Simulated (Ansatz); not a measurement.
The parent structure is K₂S in the anti-fluorite structure (space group Fm-3m, No. 225; a = 7.4620 Å).

Now apply this change: an isotropic linear strain of −2.50 %, atoms relaxed at fixed cell.

All numbers come from Ansatz (an electronic-structure program) PBE, no SOC.

Base, band edges from the VBM (valence, conduction): X 0.00, 3.50; W -0.02, 3.71; L -0.06, 4.67; Γ -0.18, 2.32; K -0.01, 3.73; U -0.01, 3.73 eV.

Problem. Give the band edges at the high-symmetry points of the new zone, measured from its valence-band maximum.

Solution. 
```tsv
point	valence edge (eV)	conduction edge (eV)
Γ	-0.25	2.52
X	0.00	3.53
U	-0.02	3.75
K	-0.02	3.75
L	-0.09	4.82
W	-0.01	3.73
```

The gap is 2.52 eV, indirect, X → Γ.

Whether these cells are dynamically stable was not tested.
